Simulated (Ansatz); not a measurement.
System: L1₂ (Cu3Au-type) Ni₃Si. Method: PBE (Ansatz, an electronic-structure program, plane waves, PAW).

Settings: plane-wave cutoff 500 eV, 12×12×12 k mesh, Fermi–Dirac smearing 0.05 eV, no spin polarisation, scalar-relativistic PAW data made under PBE.

Computed at the level's own relaxed cell.

Task: Estimate the equilibrium volume per atom and lattice constant a that the calculation returns.

Result: 
- equilibrium volume per atom = 10.78 Å³/atom
- lattice constant a = 3.506 Å

Measured, for comparison: equilibrium volume per atom 10.81 Å³/atom, lattice constant a 3.510 Å (temperature not stated, no zero-point or thermal correction; as tabulated in Metallic Nickel Silicides: Experiments and Theory for NiSi and First Principles …). Computed (rounded) less measured: equilibrium volume per atom -0.3 %, lattice constant a -0.1 %.

The computed numbers hold no vibrational or temperature effects.

It cost very roughly 40 core-seconds of CPU time.
